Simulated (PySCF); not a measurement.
PySCF 2.14.0, B3LYP/def2-svpd, df: La(OH)3 ([OH][La]([OH])[OH]), 7 atoms. The geometry is a generated start, not checked to be a minimum at this level.

| Property | Result |
|---|---|
| task | energy |
| method | b3lyp |
| basis | def2-svpd |
| two-electron scheme | density fitting |
| mol.max_memory | 3000 MB |
| mf.max_cycle | 100 |
| mf.conv_tol | 1e-09 (default) |
| mf.grids.level | 3 (default) |
| effective core potentials | those of the basis set, past Kr |
| basis functions | 128 |
| grid points | 96376 |

```xyz
7

La    -0.2512     0.2495     0.3576
O     -1.0839    -1.6871     0.4002
H     -1.8077    -1.8750    -0.2168
O     -0.6410     1.2619    -1.4518
H     -0.0677     2.0009    -1.7054
O      1.7556     0.3699     1.0146
H      2.0959    -0.3201     1.6016
```

Charge 0 and multiplicity 1 are set for this test and not shown to be the ground state.

With the defaults (mf.DIIS = CDIIS, mf.diis = true, mf.damp = 0, mf.diis_start_cycle = 1, mf.init_guess = minao, newton = off, mf.diis_space = 8) it converges in 12 Fock builds. One run each on 2 threads, 1 BLAS thread, with these changes:
- mf.diis = false
- mf.init_guess = huckel
- mf.DIIS = ADIIS
- mf.damp = 0.7, mf.diis_start_cycle = 8
- mf.init_guess = mod_huckel
- mf.diis_space = 5
- mf.diis = false, mf.damp = 0.7, mf.diis_start_cycle = 999
- newton = Hessian by the SCF's own integrals
- mf.DIIS = EDIIS

Task: Which of these changes keep the SCF from converging, or lead it to another solution?

Result: No convergence: mf.DIIS = EDIIS; mf.diis = false (the run ends without SCF convergence in 100 cycles). The rest reach the solution of the defaults.

| setting | Fock builds | end |
|---|---|---|
| the defaults | 12 | same solution |
| mf.diis_space = 5 | 12 | same solution |
| mf.init_guess = huckel | 13 | same solution |
| mf.init_guess = mod_huckel | 13 | same solution |
| mf.damp = 0.7, mf.diis_start_cycle = 8 | 15 | same solution |
| mf.DIIS = ADIIS | 20 | same solution |
| mf.diis = false, mf.damp = 0.7, mf.diis_start_cycle = 999 | 28 | same solution |
| newton = Hessian by the SCF's own integrals | 40 | same solution |
| mf.DIIS = EDIIS | 101 | no convergence |
| mf.diis = false | 101 | no convergence |

Under newton the count holds the products with the orbital Hessian.
